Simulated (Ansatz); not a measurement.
An Ansatz (a first-principles code) run: SnSe; Ansatz r2SCAN+rVV10, scalar-relativistic without spin-orbit coupling.

Input:

Ansatz 0.2 input:
```yaml
crystal:
  lattice:
    - [11.5357948689, 0, 0]
    - [0, 4.1209325512, 0]
    - [0, 0, 4.5781615212]
  atoms:
    - { symbol: Sn, position: [0.1179924858, 0.25, 0.116486527] }
    - { symbol: Sn, position: [0.3820075142, 0.75, 0.616486527] }
    - { symbol: Sn, position: [0.8820075142, 0.75, 0.883513473] }
    - { symbol: Sn, position: [0.6179924858, 0.25, 0.383513473] }
    - { symbol: Se, position: [0.8535243319, 0.25, 0.4853274099] }
    - { symbol: Se, position: [0.6464756681, 0.75, 0.9853274099] }
    - { symbol: Se, position: [0.1464756681, 0.75, 0.5146725901] }
    - { symbol: Se, position: [0.3535243319, 0.25, 0.0146725901] }
basis: { ecutwfc: 500, ecutrho_ratio: 4, xc_grid: 4, fft_grid_basis: typed }
kpoints: { mp_grid: { grid: [3, 8, 7] } }
hamiltonian:
  xc: r2scan
  dispersion: rvv10
  pseudopotentials: { kind: paw }
scf: { occupations: { method: fermi_dirac, width: 0.05 }, convergence: { dr2_threshold: 0.0000000008 } }
output: { forces: true, stress: true }
```

Output (explanatory and most iteration lines left out):

```
Pseudopotential: Sn, paw, valence charge 14
Pseudopotential: Se, paw, valence charge 16
Crystal: 8 atoms, lattice volume = 217.638 Å³
Basis set: ecut = 500 eV, 5553 PW (Γ), exchange–correlation on 360×128×144 points (64 copies of the dense FFT grid, shifted against one another)
Bands: 68, of which v1, the nominal top of the filled ones, is band 60 counted from 1 (59 counted from 0)
Symmetry: 8 space group operations
Space group: Pnma (ITA 62), of the structure as read, at distance tolerance 6.0e-5 Å
k-points: 40 of 168
Functional: x = r2scan, c = r2scan + rvv10(b = 11.95, C = 0.0093); τ floored in thin density (d = 2e-4 eV/Å³)
SCF iter   1: F=—  HF=-46057.778342 eV  |F-HF|=—  |Δ(HF+E_count)|=         —  Δρ=4.84e-3  dr2=5.01e-2  dr2_τ=1.40e-2  ethr=1.77e-3  ⟨swp⟩=6.3  Hψ=10173  notcnv=0  defer=1
SCF iter   2: F=—  HF=-46057.824885 eV  |F-HF|=—  |Δ(HF+E_count)|=   4.65e-2  Δρ=2.43e-3  dr2=1.22e-2  dr2_τ=3.60e-4  ethr=4.17e-5  ⟨swp⟩=3.0  Hψ=5849  notcnv=0  defer=73
SCF 1 converged in 9 iterations: F = -46057.828255 eV  dr2 = 1.81e-10
SCF converged after 9 iterations
Free energy (F): -46057.828255 eV
Internal energy: -46057.828252 eV  (E = F + TS)
E sigma→0 (E₀):  -46057.828253 eV
Entropy (-TS):   -0.000003 eV (-0.000 meV/atom)
Fermi energy:    9.036266 eV
--- Forces (eV/Å), atoms counted from 1 ---
  atom   1  Sn    -0.00258073     0.00000000    -0.00217009
  atom   2  Sn     0.00258073     0.00000000    -0.00217009
  atom   3  Sn     0.00258073     0.00000000     0.00217009
  atom   4  Sn    -0.00258073     0.00000000     0.00217009
  atom   5  Se     0.00200555     0.00000000     0.00125882
  atom   6  Se    -0.00200555     0.00000000     0.00125882
  atom   7  Se    -0.00200555     0.00000000    -0.00125882
  atom   8  Se     0.00200555     0.00000000    -0.00125882
--- Stress (GPa, compression-positive) ---
        0.009662       0.000000       0.000000
        0.000000       0.000142       0.000000
        0.000000       0.000000       0.000310
  P = ⅓ Tr σ = 0.0034 GPa (0.034 kbar)
```

Stability against distortions was not tested. The cell is SnSe in the GeS type structure (space group Pnma, No. 62; layered, stacked along the Cartesian x axis).
